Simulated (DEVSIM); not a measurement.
Structure: Schottky contact on n-type β-Ga2O3, at 350 K.

Layer 1 from the left is β-Ga2O3, thickness (μm) 0.420, Nd (cm⁻³) 1.5e15, τn (s) 5.4e-10, τp (s) 5.4e-10. Layer 2 from the left is β-Ga2O3, thickness (μm) 44.0, Nd (cm⁻³) 1.2e18, τn (s) 5.4e-10, τp (s) 5.4e-10.

Left contact: Schottky, work function 5.02 eV, emission velocity 6.1e6 cm/s. Right contact: ohmic. Voltage is applied to the left contact. Recombination: SRH at mid-gap, radiative. Mobility is μmin + (μ − μmin)/(1 + (N/Nref)^α).

The device is made up for the run: typed textbook-type constants, with dimensions and the other settings drawn at random. Values at 300 K; Nc and Nv go as T^1.5, mobilities as T to minus their exponent, the gap by Varshni's rule with the affinity fixed.

β-Ga2O3: gap (eV) 4.8, affinity (eV) 4, permittivity 10, Nc (cm⁻³) 3.7e18, Nv (cm⁻³) 5e20, μn (cm²/Vs) 160, μp (cm²/Vs) 1, μn,min 20, μp,min 0.1, Nref,n 1e18, Nref,p 1e18, αn 0.8, αp 0.8, T exponent of μn 1.8, T exponent of μp 1.5, B (cm³/s) 1e-12, Varshni α (eV/K) 0.0004, Varshni β (K) 600.

DEVSIM, 1D drift-diffusion, Boltzmann statistics, complete ionisation; no tunnelling, impact ionisation, image-force lowering or self-heating. Metal contacts follow the ideal Schottky-Mott rule: no Fermi-level pinning, no interface dipoles.

Dark forward current:

```csv
|V| (V),|J| (A/cm²)
0.05,1.325e-8
0.10,7.988e-8
0.15,4.155e-7
0.20,2.102e-6
0.25,1.054e-5
0.30,5.251e-5
0.35,0.0002599
0.40,0.001276
0.45,0.006191
0.50,0.02956
0.55,0.1376
0.60,0.6119
0.65,2.488
0.70,8.521
0.75,22.68
0.80,46.79
0.85,79.66
0.90,119.3
0.95,164.0
1.00,212.8
1.05,264.8
1.10,319.7
1.15,377.1
1.20,436.6
1.25,498.2
1.30,561.6
```

**Question.** Work out the local ideality factor n = ΔV / (kT/q · ln(J2/J1)) between the rows 0.15 and 0.20 V, 1.25 and 1.30 V.

**Answer.** kT/q = 30.16 mV. From 0.15 to 0.20 V: ln(2.102e-6/4.155e-7) = 1.621, n = 1.02, near the 1 of diffusion or emission over a barrier. From 1.25 to 1.30 V: ln(561.6/498.2) = 0.120, n = 13.84.

**Question.** Estimate the current at 0.30 V for emission alone, J0 = q v N_band exp(−φB/kT), and read the barrier back from the simulated current.

**Answer.** φB = 1.020 eV, N_band = 4.66e18 cm⁻³, J0 = 9.35e-9 A/cm²; J = J0 (exp(qV/kT) − 1) = 0.000195 A/cm². The simulation gives 5.25e-5 A/cm²; the estimate lies 270 % above. Read backwards, the simulated current gives an apparent barrier of 1.060 eV. The estimate leaves out transport through the depletion region and minority injection.
